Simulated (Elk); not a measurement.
A self-consistent single point of TaAl3 (I4/mmm, 4 atoms in the cell) with Elk

Level of theory: PBEsol, all-electron FP-LAPW, Elk's shipped species files, APW+lo basis with extra local orbitals run with Elk 10.2.4.

The input file:

```
tasks
  0

xctype
  22

tforce
  .true.

rgkmax
  8.0

gmaxvr
  18.0

lmaxapw
  10

lmaxo
  8

nxlo
  2

lorbcnd
  .true.

lradstp
  2

nrmtscf
  2.0

rmtscf
  0.96

lmaxi
  4

stype
  0

swidth
  0.00367493

maxscl
  100

avec
   -3.6227939535    3.6227939535    8.0337832250
    3.6227939535   -3.6227939535    8.0337832250
    3.6227939535    3.6227939535   -8.0337832250

atoms
  2
  'Ta.in'
  1
  0.0000000000  0.0000000000  0.0000000000    0.0 0.0 0.0
  'Al.in'
  3
  0.5000000000  0.5000000000  0.0000000000    0.0 0.0 0.0
  0.7500000000  0.2500000000  0.5000000000    0.0 0.0 0.0
  0.2500000000  0.7500000000  0.5000000000    0.0 0.0 0.0

ngridk
  11 11 11
```

The program printed (abridged):

```
│ Elk code version 10.2.4 │

All units are atomic (Hartree, Bohr, etc.)

│ Ground-state run starting from atomic densities │

Lattice vectors :
  -3.622793953       3.622793953       8.033783225
   3.622793953      -3.622793953       8.033783225
   3.622793953       3.622793953      -8.033783225

Unit cell volume      :    421.7619231
Brillouin zone volume :   0.5881285149

Muffin-tin inner radius fraction :   0.1000000000E-01

Nuclei treated as point charges

Species :    1 (Ta)
 parameters loaded from : Ta.in
 name : tantalum
 nuclear charge    :   -73.00000000
 electronic charge :    73.00000000
 atomic mass :    329847.8433
 muffin-tin radius :    2.688000000
 number of radial points in muffin-tin :   1399
 atomic positions (lattice), magnetic fields (Cartesian) :
   1 :   0.00000000  0.00000000  0.00000000    0.00000000  0.00000000  0.00000000

Species :    2 (Al)
 parameters loaded from : Al.in
 name : aluminium
 nuclear charge    :   -13.00000000
 electronic charge :    13.00000000
 atomic mass :    49184.33492
 muffin-tin radius :    2.112000000
 number of radial points in muffin-tin :    799
 atomic positions (lattice), magnetic fields (Cartesian) :
   1 :   0.50000000  0.50000000  0.00000000    0.00000000  0.00000000  0.00000000
   2 :  -0.25000000  0.25000000  0.50000000    0.00000000  0.00000000  0.00000000
   3 :   0.25000000 -0.25000000  0.50000000    0.00000000  0.00000000  0.00000000

Total number of atoms per unit cell :    4

Spin treatment :
 spin-unpolarised

Number of Bravais lattice symmetries :   16
Number of crystal symmetries         :   16
Crystal has inversion symmetry
Real symmetric eigensolver will be used

k-point grid :     11    11    11
k-point offset :    0.000000000       0.000000000       0.000000000
k-point set is reduced with full crystal symmetry group
Total number of k-points :      126

Muffin-tin radius times maximum |G+k| :    8.000000000
 using average radius
   [... lines left out ...]
Maximum |G| for potential and density :    18.00000000
 potential will be trimmed for |G| > 2 gkmax
Constant for pseudocharge density :   12
Radial integration step length :    2

G-vector grid sizes :     56    56    56
Number of G-vectors :    41551

Maximum angular momentum used for
 APW functions                      :   10
 outer part of muffin-tin           :    8
 inner part of muffin-tin           :    4

Total nuclear charge    :   -112.0000000
Total core charge       :    58.00000000
Total valence charge    :    54.00000000
Total excess charge     :    0.000000000
Total electronic charge :    112.0000000

Effective Wigner radius, rₛ :   0.9651324376

Number of empty states         :   16
Total number of valence states :   43
Total number of core states    :   58

Conduction state local-orbitals added automatically
Total number of local-orbitals :  428

Exchange-correlation functional :     22     0     0
 PBEsol, Phys. Rev. Lett. 100, 136406 (2008)
 gradient requirement :    1
 generalised gradient approximation (GGA)

Smearing type :    0
 Gaussian
Smearing width :   0.3674930000E-02
Effective electronic temperature (K) :    1160.451112

Mixing type :    3
 Broyden mixing, J. Phys. A: Math. Gen. 17, L317 (1984)

Kohn-Sham potential initialised from atomic data
│ Self-consistent loop started │
│ Loop number : 1 │
 total energy                :     -16344.2630022
│ Loop number : 2 │
 total energy                :     -16344.6134349
RMS change in Kohn-Sham potential (target) :   0.3767288172     (  0.1000000000E-05)
Absolute change in total energy (target)   :   0.3504327455     (  0.1000000000E-03)
│ Loop number : 3 │
 total energy                :     -16343.6860029
RMS change in Kohn-Sham potential (target) :   0.3472063597     (  0.1000000000E-05)
Absolute change in total energy (target)   :   0.8398237884     (  0.1000000000E-03)
│ Loop number : 4 │
 total energy                :     -16347.8700893
RMS change in Kohn-Sham potential (target) :   0.1334420771     (  0.1000000000E-05)
Absolute change in total energy (target)   :    3.974130435     (  0.1000000000E-03)
│ Loop number : 5 │
 total energy                :     -16348.0798466
RMS change in Kohn-Sham potential (target) :   0.3912587672E-01 (  0.1000000000E-05)
Absolute change in total energy (target)   :    1.203289938     (  0.1000000000E-03)
   [... lines left out ...]
Absolute change in total energy (target)   :   0.1008705136E-02 (  0.1000000000E-03)
│ Loop number : 12 │
 total energy                :     -16348.6023232
RMS change in Kohn-Sham potential (target) :   0.2645047422E-05 (  0.1000000000E-05)
Absolute change in total energy (target)   :   0.3858218533E-03 (  0.1000000000E-03)
│ Loop number : 13 │
 total energy                :     -16348.6025242
RMS change in Kohn-Sham potential (target) :   0.6174340092E-06 (  0.1000000000E-05)
Absolute change in total energy (target)   :   0.2974335457E-03 (  0.1000000000E-03)
│ Loop number : 14 │
 total energy                :     -16348.6025802
RMS change in Kohn-Sham potential (target) :   0.8494616302E-07 (  0.1000000000E-05)
Absolute change in total energy (target)   :   0.1303330318E-03 (  0.1000000000E-03)
│ Loop number : 15 │
 total energy                :     -16348.6025834
RMS change in Kohn-Sham potential (target) :   0.4989067030E-07 (  0.1000000000E-05)
Absolute change in total energy (target)   :   0.3580388511E-04 (  0.1000000000E-03)
Convergence targets achieved

│ Loop number : 16 │

Energies :
 Fermi                       :     0.359567015936
 sum of eigenvalues          :     -9942.18302326
 electron kinetic            :      18263.4178063
 core electron kinetic       :      17487.2454384
 Coulomb                     :     -34244.5054080
 Coulomb potential           :     -27722.3341353
 nuclear-nuclear             :     -1157.53946277
 electron-nuclear            :     -38451.5977551
 Hartree                     :      5364.63180986
 Madelung                    :     -20383.3383403
 xc potential                :     -483.266694196
 exchange                    :     -360.805548834
 correlation                 :     -6.70943552526
 total energy                :     -16348.6025861

Density of states at Fermi energy :    17.20383441
 (states/Hartree/unit cell)

Estimated indirect band gap :   0.7630078695E-03
 from k-point    120 to k-point    119
Estimated direct band gap   :   0.5363946525E-02
 at k-point    123

Charges :
 core                        :    58.00000000
 valence                     :    54.00000000
 interstitial                :    7.049332468
 muffin-tins (core leakage)
  species :    1 (Ta)
   atom    1                 :    71.51394635     (  0.4153601481E-06)
  species :    2 (Al)
   atom    1                 :    11.16673017     (  0.7754240200E-03)
   atom    2                 :    11.13499551     (  0.7708986028E-03)
   atom    3                 :    11.13499551     (  0.7708986028E-03)
 total in muffin-tins        :    104.9506675
 total calculated charge     :    111.9974507
 total charge                :    112.0000000
 error                       :   0.2549276897E-02

│ Self-consistent loop stopped │

Forces :
 species :    1 (Ta)
  atom :    1
   Hellmann-Feynman          :     0.00000000    0.00000000    0.00000000
   IBS                       :     0.00000000    0.00000000   -0.00000000
   total force               :     0.00000000    0.00000000    0.00000000
   total magnitude           :     0.00000000
 species :    2 (Al)
  atom :    1
   Hellmann-Feynman          :     0.00000000    0.00000000   -0.00000000
   IBS                       :     0.00000000    0.00000000    0.00000000
   total force               :     0.00000000    0.00000000    0.00000000
   total magnitude           :     0.00000000
  atom :    2
   Hellmann-Feynman          :     0.00000000    0.00000000    0.00000000
   IBS                       :     0.00000000   -0.00000000    0.00000000
   total force               :     0.00000000    0.00000000    0.00000000
   total magnitude           :     0.00000000
  atom :    3
   Hellmann-Feynman          :     0.00000000    0.00000000    0.00000000
   IBS                       :     0.00000000    0.00000000    0.00000000
   total force               :     0.00000000    0.00000000    0.00000000
   total magnitude           :     0.00000000
```

The run converged in 16 iterations. The count includes the last loop, which Elk runs after its targets are met.

The starting cell comes from a database of computed structures (which also holds hypothetical and non-ambient phases and stackings), without a prior relaxation at this level. Spin-orbit coupling is off. Spin polarisation is off. Values depend on the basis (sphere radii, cutoffs, local orbitals), which need not be converged. The log's line on a gap gives a spacing of levels on this mesh, which the program prints for metals too.

Cost on one core of a shared machine: roughly 10 min.
